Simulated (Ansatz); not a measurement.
Results of LDA in Ansatz (PAW) for BP (model structure, started from the GeS type, Pnma, No. 62, 8 atoms in the cell).

Settings: plane-wave cutoff 520 eV, 10×18×10 k mesh (along the axes of the cell as run), Fermi–Dirac smearing 0.05 eV, scalar-relativistic PAW data made under PBE.

Cell (relaxed with PBE-D3(BJ)):

```
BP
1.0
    6.20494     0.00000     0.00000
    0.00000     3.21398     0.00000
    0.00000     0.00000     5.36320
B P
4 4
Direct
  0.16278   0.25000   0.39947
  0.33722   0.75000   0.89947
  0.83722   0.75000   0.60053
  0.66278   0.25000   0.10053
  0.83798   0.25000   0.39281
  0.66202   0.75000   0.89281
  0.16202   0.75000   0.60719
  0.33798   0.25000   0.10719
```

Task: Give the computed band gap.

Result: 
band gap: 0.61 eV (on the SCF k mesh)

Note: the relaxation could raise the start's symmetry but not lower it, so the cell can be a saddle point; cell and atoms aren't relaxed at this level (pressure -1.9 GPa).

Computed values are for the static lattice.

A model structure was made by putting elements into a prototype or built by hand; it is no filed structure, need not be a known phase, and can be a saddle point held by its symmetry.

Ansatz is a first-principles code.
